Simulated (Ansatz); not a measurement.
Start from BN in the zinc blende structure (space group F-43m, No. 216).

BN has the cubic space group F-43m (No. 216), the zinc blende structure, Pearson symbol cF8. Conventional cell: a = b = c = 3.606 Å, α = β = γ = 90.00°. N on 4c has 4 B at 1.561 Å (tetrahedral). B on 4a sees 4 N at 1.561 Å (tetrahedral). (Neighbours: up to the widest gap in distance over summed covalent radii, below 1.35, at either atom.)
(The calculation used a cell of 2 atoms; values per cell refer to that cell.)

Level of theory: PBEsol, PAW, 420 eV (Ansatz, a program for electronic structure; spin-orbit coupling left out).

Perturbation: an isotropic linear strain of +0.88 %, atoms relaxed at fixed cell.

Question: What does the calculation give for the mean gap deformation potential ΔEg/Δln V after the change?

Answer: The mean gap deformation potential ΔEg/Δln V is -1.1 eV.

Whether these cells are dynamically stable was not tested.
